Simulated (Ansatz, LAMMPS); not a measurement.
Σ67 (776) [1-10] symmetric tilt, annealed from start 1, in Ge (diamond structure). Cell 47.15 × 16.29 × 26.41 Å, Ge832, 832 atoms. Prepared with Tersoff's 1989 multicomponent potential (SiCGe.tersoff) run with LAMMPS: 40 ps at 1300 K, cooling over 40 ps and minimisation with the cell free along the normal, at the potential's lattice parameter; then scaled to the PBE one. 

Basis: localised support functions (accuracy medium) on a full density matrix. k-points: zone centre alone; occupations: Fermi-Dirac, 0.020 eV; spin polarisation not allowed. No spin-orbit coupling.

Geometry partly relaxed: the largest remaining force component is 0.232 eV/Å.

Question: Estimate the energy, gap and bonding that PBE, support functions at accuracy medium on the grid of 370 eV run with Ansatz (an electronic-structure program) returns for this input.

Answer: 
energy over the perfect crystal(s), per atom: 57 meV/atom
boundary energy (mean of two; the reference samples k-space alike but not identically): 0.49 J/m²
electronic character of the cell: no gap resolved at this smearing
coordination (neighbours within 2.983 Å): 0.1 % 2-fold, 0.6 % 3-fold, 97.6 % 4-fold, 1.6 % 5-fold, 0.1 % 6-fold
Ge-Ge bonds, mean ± spread: 2.516 ± 0.057 Å
bond angles, mean ± spread: 109.2° ± 7.4°
pressure: -0.41 GPa
